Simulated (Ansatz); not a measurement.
Point defects in C

Take an 8-atom supercell of C in the diamond structure (space group Fd-3m, No. 227; a = 3.560 Å) at its relaxed geometry as the base.

One neutral defect a cell, atoms relaxed at fixed cell.

All numbers come from DFT with r2SCAN, PAW potentials and a 500 eV plane-wave cutoff in Ansatz (a first-principles code), spin-orbit coupling left out.

```json
[
 {"change": "perfect supercell", "largest displacement of a host atom from its site in the perfect cell": "–", "pressure": "0.0 GPa"},
 {"change": "Mo on a C site", "largest displacement of a host atom from its site in the perfect cell": "0.22 Å", "pressure": "165.7 GPa"},
 {"change": "Li interstitial (started 1.45 Å from the nearest host atom)", "largest displacement of a host atom from its site in the perfect cell": "?", "pressure": "63.4 GPa"},
 {"change": "Pb on a C site", "largest displacement of a host atom from its site in the perfect cell": "?", "pressure": "?"},
 {"change": "C vacancy", "largest displacement of a host atom from its site in the perfect cell": "?", "pressure": "-0.5 GPa"}
]
```

Task: Complete the table.

Result: 
- Li interstitial (started 1.45 Å from the nearest host atom), largest displacement of a host atom from its site in the perfect cell: 0.07 Å
- Pb on a C site, largest displacement of a host atom from its site in the perfect cell: 0.26 Å
- Pb on a C site, pressure: 234.6 GPa
- C vacancy, largest displacement of a host atom from its site in the perfect cell: 0.10 Å

Other magnetic orders, which the real material may have, were not ruled out. The cell is small, so the values are those of an ordered compound at a high defect concentration; dilute-limit values will differ. The mesh was chosen for an insulator and is coarse for the gapless case. Seeded moments were not kept for Li interstitial (started 1.45 Å from the nearest host atom), Pb on a C site and C vacancy.
